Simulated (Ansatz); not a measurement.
The starting structures come from a database of crystals and need not be the phases stable at ambient conditions.

The decay constant κ of evanescent states in the gap governs leakage through a thin film.

Data:

```
CELL_PARAMETERS angstrom
      3.63485     0.00000     0.00000
      0.00000     5.72068     0.00000
      1.81743     0.00000     3.14788
ATOMIC_POSITIONS crystal
  Zr 0.00000 0.00000 0.00000
  S  0.66667 0.25529 0.66667
  S  0.33333 0.74471 0.33333
```

The cell was relaxed by PBE-D3(BJ); by r2SCAN it stands under a pressure of 2.6 GPa.

Transport runs along the normal of the first two printed cell vectors, the (100) plane of the conventional cell.

The gap is the functional's own. No spin-orbit coupling. Mid-gap values are those at the computed energy nearest the middle.

Compute, with r2SCAN in Ansatz (an electronic-structure program), the band gap and the smallest decay constant κ at mid-gap.

Gap 0.96 eV on a 10×6×10 mesh; κ = 0.164 1/Å, at the zone centre.
